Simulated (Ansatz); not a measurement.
# AlRu in the CsCl type structure (space group Pm-3m, No. 221)

```yaml
crystal:
  lattice:
    - [2.97635, 0.00000, 0.00000]
    - [0.00000, 2.97635, 0.00000]
    - [0.00000, 0.00000, 2.97635]
  atoms:
    - { symbol: Al, position: [0.00000, 0.00000, 0.00000] }
    - { symbol: Ru, position: [0.50000, 0.50000, 0.50000] }
```

Calculations: Ansatz (an electronic-structure program), PBEsol, PAW, cutoff 420 eV, no spin-orbit coupling. Γ-centred 16×16×16 mesh, Fermi–Dirac width 0.05 eV.

| Quantity | Result |
|---|---|
| Volume per atom | 13.18 Å³ |
| Density | 8.06 g/cm³ |
| Band gap | zero |
| Total energy | -3171.152 eV/atom (σ→0; compares only within this code and set-up) |

Stability against distortions was not tested. The final runs are not spin-polarised.
